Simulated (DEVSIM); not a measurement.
**Schottky contact on n-type Si**

Device: Schottky contact on n-type Si, at 300 K.

```
layer (left to right)  material  thickness (μm)  Nd (cm⁻³)   τn (s)   τp (s)
---------------------  --------  --------------  ---------  -------  -------
1                            Si            7.10     1.6e15  0.00073  0.00073
```

Left contact: Schottky, work function 4.65 eV, emission velocity 1.6e6 cm/s. Right contact: ohmic. Voltage is applied to the left contact. Recombination: SRH at mid-gap, Auger. Mobility is constant in doping.

This is a model device: material constants are rounded textbook-type values typed into the input, and sizes, dopings and lifetimes were drawn at random. Values at 300 K.

```tsv
parameter	Si
gap (eV)	1.124
affinity (eV)	4.05
permittivity	11.7
Nc (cm⁻³)	2.86e19
Nv (cm⁻³)	3.1e19
μn (cm²/Vs)	1417
μp (cm²/Vs)	470
Cn (cm⁶/s)	2.8e-31
Cp (cm⁶/s)	9.9e-32
```

Simulated with DEVSIM: 1D drift-diffusion, Boltzmann statistics, complete ionisation; no tunnelling, impact ionisation, image-force lowering or self-heating. Metal contacts follow the ideal Schottky-Mott rule: no Fermi-level pinning, no interface dipoles.

| Item | Result |
|---|---|
| Potential step across the device at zero bias | 0.347 V |
| Largest field in the device at zero bias | 13000 V/cm |
| Dark forward voltage at 1 A/cm² | 0.197 V |
| Dark forward voltage at 100 A/cm² | 0.513 V |

Dark reverse current:

```csv
V (V),J (A/cm²)
-0.40,-0.00058
-1.00,-0.00058
-2.00,-0.00059
-3.00,-0.00059
-4.00,-0.00060
-6.00,-0.00060
-8.00,-0.00060
-10.00,-0.00060
-13.00,-0.00060
-16.00,-0.00060
-20.00,-0.00060
```

Dark forward current:

```csv
V (V),J (A/cm²)
0.05,0.0033
0.10,0.026
0.20,1.1
0.25,5.4
0.35,32
0.40,51
0.50,95
0.55,120
0.65,160
0.70,190
0.75,210
0.85,260
0.90,290
1.00,340
1.05,360
1.15,410
1.20,440
1.30,490
1.35,510
1.40,540
1.50,590
1.55,610
1.65,660
1.70,690
1.80,740
1.85,760
1.95,820
2.00,840
```
